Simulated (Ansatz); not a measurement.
A self-consistent single point of La4S7 (P1, 11 atoms in the cell) with Ansatz (an electronic-structure program).

Computed with PBEsol, default PAW files made with PBE (plane waves; Ansatz).

```yaml
crystal:
  lattice:
    - [-2.88431, 2.88431, 8.05359]
    - [2.88431, -2.88431, 8.05359]
    - [2.88431, 2.88431, -8.05359]
  atoms:
    - { symbol: La, position: [0.12533, 0.62529, 0.00575] }
    - { symbol: La, position: [0.35661, 0.37787, 0.48583] }
    - { symbol: La, position: [0.62587, 0.14080, 0.02296] }
    - { symbol: La, position: [0.88665, 0.88027, 0.50344] }
    - { symbol: S, position: [0.43632, 0.92688, 0.00321] }
    - { symbol: S, position: [0.07154, 0.06570, 0.49703] }
    - { symbol: S, position: [0.92337, 0.45785, 0.01564] }
    - { symbol: S, position: [0.56929, 0.55522, 0.48333] }
    - { symbol: S, position: [0.50752, 0.00298, 0.50475] }
    - { symbol: S, position: [0.97990, 0.47881, 0.46795] }
    - { symbol: S, position: [0.01762, 0.98833, 0.01009] }
```

Reference input (self-consistent single point, DFT, PBEsol, plane waves, default PAW files made with PBE): kpoints.mp_grid.grid = 3 3 4; kpoints.mp_grid.shift = 0.5 0.5 0.5; hamiltonian.xc = pbesol; hamiltonian.pseudopotentials = {kind: paw} (the program's default PAW files); scf.occupations.method = methfessel_paxton; scf.occupations.width = 0.1 eV. This run's input differs from it in these lines:

Ansatz 0.2 input:
```diff
@@ -18,3 +18,3 @@
 kpoints:
-  mp_grid: { grid: [3, 3, 4], shift: [0.5, 0.5, 0.5] }
+  mp_grid: { grid: [5, 5, 7], shift: [0.5, 0.5, 0.5] }
 hamiltonian:
```

Log, with long lists cut:

```
SCF iter   1: F=—  HF=-30860.716498 eV  |F-HF|=—  |Δ(HF+E_count)|=         —  Δρ=6.14e-3  dr2=1.32e-1  ethr=1.77e-3  ⟨swp⟩=7.1  Hψ=21804  notcnv=0  defer=7
all-band conjugate gradients solve this SCF's bands
preconditioner: auto → Kerker (q_TF=auto, 2.257 Å⁻¹)
SCF iter   2: F=—  HF=-30860.684675 eV  |F-HF|=—  |Δ(HF+E_count)|=   3.18e-2  S|Δr|=    0.00e0  Δρ=3.02e-3  dr2=2.93e-2  ethr=1.53e-4  ⟨swp⟩=3.0  Hψ=9091  notcnv=0  defer=476
   [... lines left out ...]
SCF iter   7: F=—  HF=-30860.682707 eV  |F-HF|=—  |Δ(HF+E_count)|=   3.85e-6  S|Δr|=    0.00e0  Δρ=1.25e-5  dr2=2.31e-6  ethr=9.43e-9  ⟨swp⟩=2.0  Hψ=6549  notcnv=0  defer=110
SCF iter   8: F=—  HF=-30860.682707 eV  |F-HF|=—  |Δ(HF+E_count)|=   3.24e-7  S|Δr|=    0.00e0  Δρ=5.23e-6  dr2=3.73e-7  ethr=2.69e-9  ⟨swp⟩=2.0  Hψ=6156  notcnv=0  defer=105
SCF iter   9: F=-30860.682707 eV  HF=-30860.682707 eV  |F-HF|=3.65e-8  |Δ(HF+E_count)|=   4.13e-8  S|Δr|=    0.00e0  Δρ=2.13e-6  dr2=5.27e-8  ethr=1.16e-10  ⟨swp⟩=18.7  Hψ=26746  notcnv=0
SCF 1 converged in 9 iterations: F = -30860.682707 eV  dr2 = 5.27e-8
Stability not checked (fill_not_monotonic)
Free energy (F): -30860.682707 eV
Internal energy: -30860.682316 eV  (E = F + TS)
E sigma→0 (E₀):  -30860.682609 eV
Entropy (-TS):   -0.000390 eV (-0.035 meV/atom)
Fermi energy:    8.504249 eV
--- Forces (eV/Å), atoms counted from 1 ---
  atom   1  La    -0.08737586     0.04948691    -1.51074842
  atom   2  La    -0.09760612     0.52960344     1.78063844
  atom   3  La    -1.30920859    -0.31146052    -1.65897729
  atom   4  La     0.38781529    -0.04336072     0.97554947
   [... lines left out ...]
  atom  11  S      0.08613463    -0.79240656     0.21205558
--- Stress (GPa, compression-positive) ---
       -2.547187       0.177348       0.780619
        0.177348      -3.696410       0.495047
        0.780619       0.495047      -0.133099
  P = ⅓ Tr σ = -2.1256 GPa (-21.256 kbar)
  The stress holds the Pulay correction. Without it, at fixed plane waves, as pw.x and ABINIT print it: P = -2.1287 GPa
```

The run converged in 9 iterations. Against the reference run the free energy stays essentially unchanged (within 1 meV/atom), the pressure stays at -2.13 GPa and the largest force goes from 2.162 to 2.136 eV/Å.

The starting cell comes from a database of computed structures (which also holds hypothetical and non-ambient phases and stackings), without a prior relaxation at this level. Its atoms were displaced at random from the sites of space group no. 121. Forces in this geometry exceed 1 eV/Å. Ansatz's pressure includes its estimate of the finite-basis (Pulay) stress.

Cost on one core of a shared machine: roughly 2 min.
